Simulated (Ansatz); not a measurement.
We consider Mg3PN (model structure, started from the cubic perovskite type, Pm-3m, No. 221, 5 atoms in the cell), described by PBE in Ansatz (PAW).

Settings: plane-wave cutoff 520 eV, 8×8×8 k mesh, Fermi–Dirac smearing 0.01 eV, scalar-relativistic PAW data made under PBE.

The cell is the one relaxed with PBEsol. Conventional cell: a = 4.1522 Å, b = 4.1522 Å, c = 4.1522 Å, α = 90.00°, β = 90.00°, γ = 90.00°.

```
Mg3NP
1.0
    4.15218     0.00000     0.00000
    0.00000     4.15218     0.00000
    0.00000     0.00000     4.15218
P N Mg
1 1 3
Direct
  0.00000   0.00000   0.00000
  0.50000   0.50000   0.50000
  0.00000   0.50000   0.50000
  0.50000   0.50000   0.00000
  0.50000   0.00000   0.50000
```

Question: List the 11 lowest band energies at Γ above −25 eV (eV, relative to the valence band maximum), grouping those that round alike.

Answer: At Γ: -13.89, -9.57, -3.44 (×3), 0.00 (×3), 1.77 (×2), 2.01.

Note: the relaxation could raise the start's symmetry but not lower it, so the cell can be a saddle point; cell and atoms aren't relaxed at this level (pressure 2.1 GPa).

A model structure was made by putting elements into a prototype or built by hand; it is no filed structure, need not be a known phase, and can be a saddle point held by its symmetry.

Ansatz is a quantum-chemistry and plane-wave program.
